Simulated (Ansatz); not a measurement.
C on the 1x1 (111) surface of fcc Rh, one in a 1x1 cell, energies for each (6.4 Å²). Energies are against an atom of graphite, without zero-point or thermal terms; each row is named by its start.

Computed with PBE (plane waves to 420 eV, PAW; Ansatz, an electronic-structure program).

Slab: 5 atoms, 6.5 Å thick at the start under the adsorbate (thin: gaps and levels are the slab's own); k 12x12x1, smearing 0.1 eV, dipole-corrected; 2 atoms held, the rest relaxed; each run with such symmetry as its start has; spin where the adsorbate may keep a moment, no spin-orbit, no U, no dispersion correction.

A negative adsorption energy means that the adsorbate is more stable on the surface than in its reference. Starts that drift may end in the same place. Heights count from the host atoms within 0.3 Å of the top one.

| starting site | E_ads (eV) | height (Å) | nearest host atom (Å) | bonded to | Δ work function (eV) | lateral drift (Å) | moment (μB) |
|---|---|---|---|---|---|---|---|
| top Rh | 3.02 | 1.71 | Rh 1.71 | Rh | 1.56 | 0.0 | 0.0 |
| hollow Rh-Rh-Rh over Rh at depth 2.2 Å | 2.16 | 1.14 | Rh 1.93 | 3 Rh | 0.57 | 0.0 | – |
| hollow Rh-Rh-Rh over Rh at depth 4.4 Å | 2.23 | 1.14 | Rh 1.94 | 3 Rh | 0.63 | 0.0 | – |
| bridge Rh-Rh (span 2.7 Å) | 2.16 | 1.14 | Rh 1.93 | 3 Rh | 0.58 | 0.8 | – |
